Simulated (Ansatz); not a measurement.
System: fluorite NiSi2. Method: B3LYP (VWN-RPA form) (Ansatz, an electronic-structure program, plane waves, PAW).

Numerical settings: plane-wave cutoff 460 eV, 10×10×10 k mesh, Fermi–Dirac smearing 0.05 eV, no spin polarisation, scalar-relativistic PAW data made under PBE.

Cell (relaxed at this level):

NiSi₂ is taken in the cubic space group Fm-3m (No. 225), Pearson symbol cF12. Lattice parameters: a = b = c = 5.4594 Å, α = β = γ = 90.00°. Si on 8c sees 4 Ni at 2.364 Å and 6 Si at 2.730 Å. Ni on 4a sees 8 Si at 2.364 Å (cubic). (Neighbours: up to the widest gap in distance over summed covalent radii, below 1.35, at either atom; cation-cation and far metal-metal contacts left out.)
(The calculation used a cell of 3 atoms; values per cell refer to that cell.)

Problem. Give the computed bulk modulus B0 and pressure derivative B′ of the bulk modulus.

Solution. 
- bulk modulus B0: 143 GPa
- pressure derivative B′ of the bulk modulus: 4.8

Note: the run has no spin polarisation, so it can have missed a magnetic state.

The result took about 70 core-minutes (a rough figure).
